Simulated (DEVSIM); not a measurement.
System: TaN/AlN/p-Si capacitor, at 300 K.

```
layer (left to right)  material  thickness (nm)  Na (cm⁻³)
---------------------  --------  --------------  ---------
1                           AlN            26.0          -
2                            Si            4400     1.7e16
```

Metal gate on the left, work function 4.4 eV. Fixed charge at the semiconductor interface -2.9e11 cm⁻² (in units of +e); no interface traps.

The device is made up for the run: typed textbook-type constants, with dimensions and the other settings drawn at random. Values at 300 K.

```
parameter      AlN       Si
-------------  ---  -------
gap (eV)       6.1    1.124
affinity (eV)  1.9     4.05
permittivity   8.5     11.7
Nc (cm⁻³)        -  2.86e19
Nv (cm⁻³)        -   3.1e19
```

Model (solved in DEVSIM): 1D Poisson equation in equilibrium, Boltzmann statistics, complete ionisation; no quantum confinement or tunnelling. Metal contacts follow the ideal Schottky-Mott rule: no Fermi-level pinning, no interface dipoles.

**Question.** Tabulate band edges, carrier densities and field at 0.2 V on the gate.

**Answer.** Energies count from the Fermi level of the right contact; mesh points crowd at the junctions.

```
x (μm)    Ec (eV)  Ev (eV)  n (cm⁻³)  p (cm⁻³)  field (V/cm)
--------  -------  -------  --------  --------  ------------
0.000       2.300   -3.800     < 1e2     < 1e2        130000
0.001570    2.320   -3.780     < 1e2     < 1e2        130000
0.005267    2.367   -3.733     < 1e2     < 1e2        130000
0.01300     2.465   -3.635     < 1e2     < 1e2        130000
0.02242     2.584   -3.516     < 1e2     < 1e2        130000
0.02510     2.618   -3.482     < 1e2     < 1e2        130000
0.02636     0.481   -0.643    2.3e11     4.9e8         47000
0.02982     0.497   -0.627    1.3e11     9.2e8         46000
0.03728     0.531   -0.593    3.4e10     3.4e9         44000
0.05486     0.605   -0.519     2.0e9    5.9e10         40000
0.09728     0.750   -0.374   7300000    1.6e13         29000
0.2620      0.927   -0.197      7600    1.5e16           880
0.5971      0.930   -0.194      6800    1.7e16           ≈ 0
1.454       0.930   -0.194      6800    1.7e16           ≈ 0
3.383       0.930   -0.194      6800    1.7e16           ≈ 0
3.994       0.930   -0.194      6800    1.7e16           ≈ 0
4.248       0.930   -0.194      6800    1.7e16           ≈ 0
4.353       0.930   -0.194      6800    1.7e16           ≈ 0
4.404       0.930   -0.194      6800    1.7e16           ≈ 0
4.418       0.930   -0.194      6800    1.7e16           ≈ 0
4.423       0.930   -0.194      6800    1.7e16           ≈ 0
4.426       0.930   -0.194      6800    1.7e16           ≈ 0
```
